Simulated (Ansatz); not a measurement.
Input and output of a self-consistent single point for MoN2 (C2/m, 6 atoms in the cell) (Ansatz, a quantum-chemistry and plane-wave program).

Method: PBEsol, PAW files made with PBE (plane waves; Ansatz).

The change in words: lattice scaled by 0.98. Reference geometry:
```xyz
6
Lattice="5.3604 -1.8675 0.0000 5.3604 1.8675 0.0000 -1.5845 0.0000 3.8701" Properties=species:S:1:pos:R:3 pbc="T T T"
Mo     3.0110     0.0000     2.6787
Mo     6.1254     0.0000     1.1914
N      1.0834     0.0000     1.7163
N      8.0529     0.0000     2.1538
N      4.2034     0.0000     0.6002
N      4.9329     0.0000     3.2699
```

Reference input (self-consistent single point, DFT, PBEsol, plane waves, PAW files made with PBE): kpoints.mp_grid.grid = 6 6 6; hamiltonian.xc = pbesol; hamiltonian.pseudopotentials = {kind: paw} (the program's default PAW files); scf.occupations.method = fermi_dirac; scf.occupations.width = 0.1 eV. This run's input differs from it in these lines:

```diff
@@ -3,5 +3,5 @@
   lattice:
-    - [5.360413, -1.867510, 0.000000]
-    - [5.360413, 1.867510, 0.000000]
-    - [-1.584491, 0.000000, 3.870102]
+    - [5.253205, -1.830160, 0.000000]
+    - [5.253205, 1.830160, 0.000000]
+    - [-1.552801, 0.000000, 3.792700]
   atoms:
```

Output, abridged:

```
SCF iter   1: F=—  HF=-11316.586876 eV  |F-HF|=—  |Δ(HF+E_count)|=         —  Δρ=2.01e-1  dr2=3.57e1  ethr=3.10e-3  ⟨swp⟩=5.9  Hψ=7873  notcnv=0
all-band conjugate gradients solve this SCF's bands
preconditioner: auto → Resta (q_TF=auto, 2.545 Å⁻¹)
SCF iter   2: F=—  HF=-11310.035192 eV  |F-HF|=—  |Δ(HF+E_count)|=    6.55e0  Δρ=1.04e-1  dr2=7.46e0  ethr=3.10e-3  ⟨swp⟩=3.0  Hψ=5544  notcnv=0  defer=11
   [... lines left out ...]
SCF iter   8: F=—  HF=-11308.906800 eV  |F-HF|=—  |Δ(HF+E_count)|=   5.36e-5  Δρ=5.19e-4  dr2=2.46e-4  ethr=2.39e-6  ⟨swp⟩=1.0  Hψ=2052  notcnv=0
SCF iter   9: F=—  HF=-11308.906773 eV  |F-HF|=—  |Δ(HF+E_count)|=   2.75e-5  Δρ=8.16e-5  dr2=7.39e-6  ethr=5.13e-7  ⟨swp⟩=1.4  Hψ=2383  notcnv=0
SCF iter  10: F=—  HF=-11308.906766 eV  |F-HF|=—  |Δ(HF+E_count)|=   6.66e-6  Δρ=1.55e-5  dr2=3.99e-7  ethr=1.54e-8  ⟨swp⟩=2.3  Hψ=2821  notcnv=0
SCF iter  11: F=-11308.906766 eV  HF=-11308.906766 eV  |F-HF|=2.25e-8  |Δ(HF+E_count)|=   8.82e-8  Δρ=7.21e-6  dr2=6.94e-8  ethr=2.08e-10  ⟨swp⟩=5.4  Hψ=7661  notcnv=0
SCF 1 converged in 11 iterations: F = -11308.906766 eV  dr2 = 6.94e-8
Free energy (F): -11308.906766 eV
Internal energy: -11308.868459 eV  (E = F + TS)
E sigma→0 (E₀):  -11308.887613 eV
Entropy (-TS):   -0.038307 eV (-6.384 meV/atom)
Fermi energy:    10.779064 eV
--- Forces (eV/Å), atoms counted from 1 ---
  atom   1  Mo    -0.01323771     0.00000000    -0.65462423
  atom   2  Mo     0.01323771    -0.00000000     0.65462423
  atom   3  N     -0.10176903     0.00000000    -0.07211226
  atom   4  N      0.10176903    -0.00000000     0.07211226
  atom   5  N     -0.43126144    -0.00000000     0.49042461
  atom   6  N      0.43126144     0.00000000    -0.49042461
--- Stress (GPa, compression-positive) ---
        3.678051      -0.000000       1.702044
       -0.000000       5.923466      -0.000000
        1.702040      -0.000000       6.469278
  P = ⅓ Tr σ = 5.3569 GPa (53.569 kbar)
  The stress holds the Pulay correction. Without it, at fixed plane waves, as pw.x and ABINIT print it: P = 5.0689 GPa
```

The run converged in 11 iterations. Against the reference run the free energy goes down by 10.6 meV/atom, the pressure goes from -9.07 to 5.36 GPa and the largest force goes from 0.502 to 0.655 eV/Å.

The starting cell comes from a database of computed structures (which also holds hypothetical and non-ambient phases and stackings), without a prior relaxation at this level. Its lattice was rescaled by a random factor within 2.5 % of one. For this run, on top of that: lattice scaled by 0.98. Spin polarisation is off. With a pressure of about 5 GPa the cell is away from its equilibrium volume at this level. Ansatz's pressure includes its estimate of the finite-basis (Pulay) stress.

Keys are those of Ansatz 0.2.
